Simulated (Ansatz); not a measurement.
The parent structure is GaSe (space group P6_3/mmc, No. 194; layered, stacked along the Cartesian z axis).

```cif
data_Ga4Se4
_chemical_formula_sum 'Ga4 Se4'
_space_group_name_H-M_alt 'P63/mmc'
_space_group_IT_number 194
_space_group_name_Hall '-P 6c 2c'
_cell_length_a 3.76943
_cell_length_b 3.76943
_cell_length_c 15.96417
_cell_angle_alpha 90.000
_cell_angle_beta 90.000
_cell_angle_gamma 120.000
loop_
_atom_site_label
_atom_site_type_symbol
_atom_site_symmetry_multiplicity
_atom_site_Wyckoff_symbol
_atom_site_fract_x
_atom_site_fract_y
_atom_site_fract_z
_atom_site_occupancy
Ga1 Ga 4 f 0.33333 0.66667 0.17347 1
Se1 Se 4 f 0.66667 0.33333 0.09965 1
```

Computed with Kohn–Sham DFT with the PBE-D3(BJ) functional, run in Ansatz (an electronic-structure program) with PAW and 420 eV plane waves, without spin-orbit coupling, earlier PAW set.

For the base:

```
Quantity                       Result
----------------------------  -------
Gap between the host's bands  0.87 eV
```

One thing is altered: 0.589 holes added to each cell, a density of 3.0×10^21 cm⁻³, with a uniform compensating background at fixed cell and a 300 K Fermi–Dirac width.

### Question
What happens to the largest internal atomic displacement?

### Answer
The largest internal atomic displacement amounts to 0.017 Å.

### Question
How does this affect the gap between the host's bands?

### Answer
The gap between the host's bands shrinks by 0.014 eV to 0.85 eV.

Charged cell with a jellium background: band edges are those of the host's band count, energies are not comparable with the neutral cell, and many-body gap narrowing is missing. No phonon test of stability was made.
